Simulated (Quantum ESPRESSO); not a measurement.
Band structure of InHg (R-3m, 2 atoms in the cell).

```
InHg
1.0
    1.78600     1.03115     4.38933
   -1.78600     1.03115     4.38933
    0.00000    -2.06230     4.38933
In Hg
1 1
Direct
  0.50000   0.50000   0.50000
  0.00000   0.00000   0.00000
```

Method: PBEsol, GBRV 1.5 ultrasoft (PBESOL) pseudopotentials (plane waves; Quantum ESPRESSO 7.5).

Settings: ecutwfc = 40 Ry; ecutrho = 200 Ry; occupations = smearing; smearing = gaussian; degauss = 0.0073499 Ry; potentials = {In: in_pbesol_v1.4.uspp.F.UPF, Hg: hg_pbesol_v1.uspp.F.UPF}; K_POINTS = automatic 9 9 9 0 0 0; conv_thr = 1e-10 Ry.

The starting cell comes from a database of published, mostly measured structures (it also holds non-ambient and calculated ones), without a prior relaxation at this level. Spin-orbit coupling is off.

Levels in eV from the Fermi level, bands 9 to 16:
| point | 9 | 10 | 11 | 12 | 13 | 14 | 15 | 16 |
|---|---|---|---|---|---|---|---|---|
| Γ | -7.16 | -6.94 | -6.94 | -1.09 | 0.47 | 6.51 | 6.51 | 9.49 |
| L | -7.21 | -6.61 | -5.00 | -4.33 | 1.95 | 2.04 | 5.35 | 6.24 |
| Z | -7.26 | -7.01 | -7.01 | -6.89 | 7.73 | 7.73 | 8.57 | 8.57 |
| F | -6.95 | -6.60 | -3.78 | -3.20 | -1.30 | -0.55 | 2.69 | 7.27 |
| P1 | -7.05 | -6.62 | -3.74 | -3.55 | -2.70 | 2.19 | 3.16 | 7.33 |
| P | -7.05 | -6.62 | -3.74 | -3.55 | -2.70 | 2.19 | 3.16 | 7.33 |

Bands cross the Fermi level along this path, so the cell is metallic at this level.
